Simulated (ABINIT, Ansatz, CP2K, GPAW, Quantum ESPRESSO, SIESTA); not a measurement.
## Code comparison for SrAlGe (P-6m2, 3 atoms in the cell)

Self-consistent single point, at a second geometry (lattice scaled by 0.98). First geometry:

```yaml
crystal:
  lattice:
    - [4.37730, 0.00000, 0.00000]
    - [-2.18865, 3.79085, 0.00000]
    - [0.00000, 0.00000, 4.86887]
  atoms:
    - { symbol: Sr, position: [0.00000, 0.00000, 0.00000] }
    - { symbol: Al, position: [0.66667, 0.33333, 0.50000] }
    - { symbol: Ge, position: [0.33333, 0.66667, 0.50000] }
```

Shared settings, as Ansatz (a quantum-chemistry and plane-wave program) writes them: kpoints.mp_grid.grid = 9 9 7; scf.occupations.method = gaussian; scf.occupations.width = 0.2 eV. Potentials and cutoffs stand in the table.

| code | model | ΔF from the first geometry (meV/atom) | pressure (GPa) | cutoff |
|---|---|---|---|---|
| Ansatz | PBEsol, PAW files made with PBE | -22.4 | -0.92 | 420 eV |
| SIESTA | GGA PBEsol, numerical atomic orbitals TZP, PseudoDojo PBEsol standard norm-conserving potentials (rewritten from UPF to PSML) | 15.2 | 3.10 | grid 300 Ry |
| Quantum ESPRESSO | PBEsol, GBRV 1.5 ultrasoft (PBESOL) pseudopotentials | -23.0 | -0.99 | 50 Ry |
| CP2K | PBEsol, GPW, DZVP-MOLOPT-SR-GTH basis, GTH-PBE potentials (GTH_POTENTIALS) | -7.8 | 0.67 | grid 500 Ry |
| GPAW | PBEsol, GPAW PAW datasets PBEsol (made by gpaw-setup) | -19.0 | -0.55 | 550 eV |
| ABINIT | PBEsol, norm-conserving pseudopotentials (PseudoDojo nc-sr-04 PBEsol standard) | -22.4 | -0.92 | 39 Ha |

The spread over the programs that give each value: ΔF from the first geometry within 38.2 meV/atom; pressure within 4.09 GPa.

SIESTA and CP2K use small atom-centred bases, whose incompleteness enters pressures, forces and empty levels differently from a plane-wave cutoff. Ansatz's pressure is given at a fixed set of plane waves, as the other plane-wave codes print theirs. In the pressure, SIESTA (by 4.02) and CP2K (by 1.59) lie more than 1 GPa from the median of the plane-wave programs.

The starting cell comes from a database of computed structures (which also holds hypothetical and non-ambient phases and stackings), without a prior relaxation at this level. Its lattice was rescaled by a random factor within 2.5 % of one. For this run, on top of that: lattice scaled by 0.98.

Left out of this page: Elk and FLEUR (not drawn, or without a comparable value).

Keys are those of Ansatz 0.2.
